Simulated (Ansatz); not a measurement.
# Density of states at the Fermi level (states/eV per atom)

Cell A: Al (fcc, Fm-3m), 1 atom in the cell, k-point mesh 26×26×26 on the run's own vectors. Conventional cell: a = b = c = 4.041 Å, α = β = γ = 90.00°.

Cell B: Pb (fcc, Fm-3m), 1 atom in the cell, k-point mesh 20×20×20 on the run's own vectors. Conventional cell: a = b = c = 5.0422 Å, α = β = γ = 90.00°.

Cell C: Nb (bcc, Im-3m), 1 atom in the cell; spin state with PBE: run without spin, k-point mesh 26×26×26 on the run's own vectors. Conventional cell: a = b = c = 3.312 Å, α = β = γ = 90.00°.

Plane-wave PAW calculations with Ansatz (a program for electronic structure), its PAW set soft_1, cutoff 420 eV, 500 eV for r2SCAN. The structures are at rest with PBE; other levels are single points on them. Neutral cells; Fermi-Dirac smearing of at most 0.10 eV in the solids, energies taken to zero width. The lattices are those relaxed with PBE, so at other levels the solids can be strained, which adds to the spread. Spin-orbit coupling is left out. A dispersion term ran beside these levels; it doesn't touch the electrons. Both spins, broadened by a Gaussian of 0.2 eV on the run's mesh.

```json
[
 {"cell": "A", "PBE": "0.38", "r2SCAN": "0.35"},
 {"cell": "B", "PBE": "0.52", "r2SCAN": "0.50"},
 {"cell": "C", "PBE": "1.5", "r2SCAN": "(withheld)"}
]
```

Q: Fill in the missing entries.

A: 
- C, r2SCAN: 1.4
